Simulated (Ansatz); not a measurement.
Take MoS2 in the 3R-MoS2 type structure (space group R3m, No. 160; layered, stacked along the Cartesian z axis) as the base.

```
MoS2
1.0
    1.57661     0.91026     5.99789
   -1.57661     0.91026     5.99789
    0.00000    -1.82051     5.99789
Mo S
1 2
Direct
  0.00002   0.00002   0.00002
  0.75353   0.75353   0.75353
  0.57975   0.57975   0.57975
```

Cartesian axes are those of the cell as printed.

Calculations: PBE-D3(BJ) (Ansatz, an electronic-structure program, PAW, no SOC), earlier PAW set.

Now apply this change: the cell is scaled by 0.9814 in all directions, atoms relaxed at fixed cell.

Problem. Predict the stress tensor and what it implies for the stiffness.

Solution. Stress of the strained cell less that of the base (GPa, compression positive):
```
   6.33    0.00    0.00
   0.00    6.33    0.00
   0.00    0.00    2.09
```

Then B = −ΔP/(ΔV/V₀) with ΔV/V₀ = -0.0548 gives secant stiffness values (nonlinear terms included at this strain): B (at held cell shape, above the free-shape value) ≈ 90 GPa.

As a check, the harmonic strain energy −½ V₀ Δσ:ε is 15 meV/atom; the computed energy rise is 14 meV/atom.

Stability against distortions was not tested.
